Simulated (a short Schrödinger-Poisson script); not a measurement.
**Gated Al0.3Ga0.7N/GaN polarisation-induced gas**

Stack: gated Al0.3Ga0.7N/GaN polarisation-induced gas, at 77 K.

```tsv
layer	material	thickness (nm)	Na (cm⁻³)
1	Al0.3Ga0.7N	10	-
2	GaN	6000	2e14
```

Constants are typed, rounded textbook-type inputs, not results; the design itself was drawn at random and stands for no fabricated device. Al0.3Ga0.7N: permittivity 9.32, conduction-band edge (eV) 0.414, gap (eV) 4.021, electron mass (mₑ) 0.236, Nv at 300 K (cm⁻³) 4.6e19. GaN: permittivity 9.5, conduction-band edge (eV) 0, gap (eV) 3.43, Nv at 300 K (cm⁻³) 4.6e19.

Channel valleys (confinement mass, in-plane density-of-states mass, number): Γ 0.2, 0.2, 1. At the gate the conduction-band edge of layer 1 lies 1.23 eV − eVg above the Fermi level of the channel; the field vanishes at the back. Sheet of polarisation charge: +1.5e13 e/cm² at 10 nm from the gate. The barrier under the gate holds no holes. Gaps are held at their typed values at every temperature. Mesh 0.08 nm at interfaces.

From a short Schrödinger-Poisson script (our own, NumPy): 1D Poisson equation in equilibrium, electrons quantum, Hartree plus LDA exchange-correlation (BenDaniel-Duke, 40 states a valley, the channel's in-plane mass for all, wave functions free to enter the barrier), parabolic valleys, classical holes, full ionisation, no traps, pinning or gate leakage.

| Vg (V) | electrons (cm⁻²) | in the channel layer | C (μF/cm²) | Γ E0 (meV) | Γ E1 (meV) |
|---|---|---|---|---|---|
| 0.5 | 1.16e13 | 1.06e13 | 0.766 | -129.2 | -7.7 |
| 0.35 | 1.09e13 | 1.01e13 | 0.762 | -121.9 | -6.0 |
| 0.2 | 1.02e13 | 9.46e12 | 0.758 | -114.6 | -4.3 |
| 0.05 | 9.47e12 | 8.86e12 | 0.754 | -107.2 | -2.6 |
| -0.1 | 8.77e12 | 8.26e12 | 0.751 | -99.8 | -0.8 |
| -0.25 | 8.07e12 | 7.64e12 | 0.747 | -92.3 | 1.0 |
| -0.4 | 7.37e12 | 7.02e12 | 0.743 | -84.7 | 2.8 |
| -0.55 | 6.68e12 | 6.39e12 | 0.739 | -77.2 | 4.8 |
| -0.7 | 5.99e12 | 5.76e12 | 0.735 | -69.5 | 6.9 |
| -0.85 | 5.30e12 | 5.13e12 | 0.731 | -61.8 | 9.0 |
| -1 | 4.62e12 | 4.49e12 | 0.726 | -54.1 | 11.3 |
| -1.15 | 3.94e12 | 3.85e12 | 0.720 | -46.3 | 13.7 |
| -1.3 | 3.27e12 | 3.21e12 | 0.714 | -38.5 | 16.2 |
| -1.45 | 2.61e12 | 2.56e12 | 0.706 | -30.7 | 18.5 |
| -1.6 | 1.95e12 | 1.93e12 | 0.695 | -22.8 | 20.5 |
| -1.75 | 1.31e12 | 1.30e12 | 0.679 | -14.7 | 22.1 |
| -1.9 | 6.82e11 | 6.79e11 | 0.648 | -5.6 | 23.6 |
| -2.05 | 1.15e11 | 1.15e11 | 0.521 | 10.3 | 29.1 |

Subbands count from the Fermi level.
